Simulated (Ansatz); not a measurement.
# Effect of isotropic strain −1.21 % on InSb

Start from InSb in the zinc blende structure (space group F-43m, No. 216; a = 6.557 Å).

Now apply this change: the cell is scaled by 0.9879 in all directions, atoms relaxed at fixed cell.

The values are results of DFT with r2SCAN, PAW potentials and a 500 eV plane-wave cutoff in Ansatz (a program for electronic structure), no spin-orbit coupling, earlier PAW set, not measurements. k-mesh 12×12×12 (Γ-centred); smearing 0.05 eV (Fermi–Dirac).

Volume per atom: 33.98 Å³ (base 35.24 Å³)
Space group: F-43m (No. 216) (base F-43m (No. 216))
Shortest interatomic distance: 2.805 Å (base 2.839 Å)
Energy relative to the base (free energy F): +6.6 meV/atom
Pressure: 1.7 GPa (base 0.0 GPa)
Band gap: 0.24 eV (base zero)
Valley order (the lowest conduction-band minima on the path, energy above the VBM, named in the base's zone): Γ 0.24 eV; L along ⟨111⟩ 0.84 eV; a point along ⟨100⟩, about 0.8 Å⁻¹ from Γ 1.44 eV (base Γ 0.02 eV; L along ⟨111⟩ 0.77 eV; a point along ⟨100⟩, about 0.8 Å⁻¹ from Γ 1.48 eV)

Cost of the whole job for the changed cell (relaxation, final SCF and bands): around 70 core-seconds (rough).

Spin-orbit coupling, missing from the scalar runs, can matter with Sb. No phonon test of stability was made. The final runs are not spin-polarised. Gaps under 0.05 eV, about the width of the smearing, are given as zero. The zero or small gap of InSb can change with the level of theory.
